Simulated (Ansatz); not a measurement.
## WN2 (model structure, Pca2₁, No. 29, 12 atoms in the cell)

Calculation: LDA (Ansatz, an electronic-structure program, plane waves, PAW).

Numerical settings: plane-wave cutoff 520 eV, 12×12×12 k mesh, Fermi–Dirac smearing 0.05 eV, no spin polarisation, scalar-relativistic PAW data made under PBE.

Cell (relaxed at this level):

```cif
data_N8W4
_chemical_formula_sum 'W4 N8'
_space_group_name_H-M_alt 'Pca21'
_space_group_IT_number 29
_space_group_name_Hall 'P 2c -2ac'
_cell_length_a 4.96791
_cell_length_b 4.79472
_cell_length_c 4.87646
_cell_angle_alpha 90.000
_cell_angle_beta 90.000
_cell_angle_gamma 90.000
loop_
_atom_site_label
_atom_site_type_symbol
_atom_site_symmetry_multiplicity
_atom_site_Wyckoff_symbol
_atom_site_fract_x
_atom_site_fract_y
_atom_site_fract_z
_atom_site_occupancy
W1 W 4 a 0.06303 0.28072 0.23270 1
N1 N 4 a 0.35978 0.07309 0.12761 1
N2 N 4 a 0.25371 0.57117 0.49569 1
```

band gap: 0.46 eV (on the SCF k mesh)
direct gap at Γ: 1.09 eV

Note: the relaxation could raise the start's symmetry but not lower it, so the cell can be a saddle point.

Spin–orbit coupling is not included.

Static lattice: no zero-point or thermal effects.

Computing time: very roughly 80 core-minutes.

A model structure was made by putting elements into a prototype or built by hand; it is no filed structure, need not be a known phase, and can be a saddle point held by its symmetry.
